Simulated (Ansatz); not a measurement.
# Quick settings and what they miss: Ga2CoS4 (I-4, 7 atoms in the cell)

Self-consistent single point.

```yaml
crystal:
  lattice:
    - [-2.69627, 2.69627, 5.35673]
    - [2.69627, -2.69627, 5.35673]
    - [2.69627, 2.69627, -5.35673]
  atoms:
    - { symbol: Ga, position: [0.50000, 0.50000, 0.00000] }
    - { symbol: Ga, position: [0.25000, 0.75000, 0.50000] }
    - { symbol: Co, position: [0.00000, 0.00000, 0.00000], spin: 3.0 }
    - { symbol: S, position: [0.11366, 0.62133, 0.98853] }
    - { symbol: S, position: [0.37867, 0.36720, 0.49233] }
    - { symbol: S, position: [0.63280, 0.12513, 0.01147] }
    - { symbol: S, position: [0.87487, 0.88634, 0.50767] }
```
(The spins are starting values, not results.)

Level of theory: PBEsol, default PAW files made with PBE (plane waves; Ansatz, a program for electronic structure).

Base settings: basis.ecutwfc = 420 eV; kpoints.mp_grid.grid = 6 6 6; hamiltonian.xc = pbesol; hamiltonian.pseudopotentials = {kind: paw} (the program's default PAW files); magnetization.spin_polarized = true; scf.occupations.method = gaussian; scf.occupations.width = 0.01 eV.

Tight run (finer mesh or higher cutoff; not a proven limit): basis.ecutwfc: 420 eV → 590 eV; kpoints.mp_grid.grid: 6 6 6 → 9 9 9; scf.convergence.dr2_threshold: default (1e-07 eV) → 1e-09 eV. It gave top of the valence band (on the code's own zero) 5.47 eV; gap on the k-point mesh 0.43 eV; pressure -6.35 GPa; largest force (vector length) 0.423 eV/Å; size of the cell's spin moment 3.00 μB.

Quick runs, as changes from the base:
- A: the base itself
- B: basis.ecutwfc: 420 eV → 335 eV; scf.convergence.dr2_threshold: default (1e-07 eV) → 0.001 eV
- C: basis.ecutwfc: 420 eV → 295 eV; kpoints.mp_grid.grid: 6 6 6 → 4 4 4; scf.convergence.dr2_threshold: default (1e-07 eV) → 0.001 eV

The count of work is k-points × plane waves × bands × iterations; it is no time. 

Pressures in the table are Ansatz's without its Pulay estimate, at a fixed set of plane waves; the tight run's value above holds the estimate.

The starting cell comes from a database of computed structures (which also holds hypothetical and non-ambient phases and stackings), without a prior relaxation at this level. Its lattice was rescaled by a random factor within 2.5 % of one. With one magnetic atom in the cell only a parallel order is possible. In the base run, with a pressure of about -6 GPa the cell is away from its equilibrium volume at this level.

```csv
run,energy less tight (meV/atom),pressure less tight (GPa),largest miss in a force vector (eV/Å),count of work / tight
A,1.2,-0.03,0.000,0.17
B,23.1,-1.79,0.010,0.081
C,154.6,-9.45,0.053,0.027
```

Among the runs at the tight run's level, the energy misses run from 1.2 to 154.6 meV/atom.

Left out of this page: 3 runs of the series outside the window shown, repeating another row's setting, or not comparable.

Keys are those of Ansatz 0.2.
